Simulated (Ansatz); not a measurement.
The parent structure is GaSb in the zinc blende structure (space group F-43m, No. 216; a = 6.111 Å). Axes: x, y, z lie along the cube axes.

Method: PBEsol/PAW in Ansatz (a program for electronic structure), scalar-relativistic without spin-orbit coupling.

Strains are applied to the cell and any free atomic positions relax; under biaxial strain the out-of-plane vector relaxes too.

One change was made to it. Results:

```tsv
quantity	base	after
energy relative to the base (free energy F)	0 meV/atom	+0.4 meV/atom
pressure (mean of the normal stresses, compression positive)	0.0 GPa	0.3 GPa
shortest interatomic distance	2.646 Å	2.639 Å
```

Task: Which change produced these results?
A. biaxial strain −1.25 %, plane normal [111], relaxed out of plane
B. biaxial strain +2.50 %, plane normal [111], relaxed out of plane
C. biaxial strain +0.83 %, plane normal [111], relaxed out of plane
D. biaxial strain −0.42 %, plane normal [111], relaxed out of plane
E. biaxial strain +2.08 %, plane normal [111], relaxed out of plane

Result: D, biaxial strain −0.42 %, plane normal [111], relaxed out of plane. For comparison, the pressure in the other runs: biaxial strain −1.25 %, plane normal [111], relaxed out of plane gives 1.0 GPa; biaxial strain +2.50 %, plane normal [111], relaxed out of plane gives -1.7 GPa; biaxial strain +2.08 %, plane normal [111], relaxed out of plane gives -1.5 GPa; biaxial strain +0.83 %, plane normal [111], relaxed out of plane gives -0.6 GPa.

No phonon test of stability was made. All final runs are without spin polarisation.
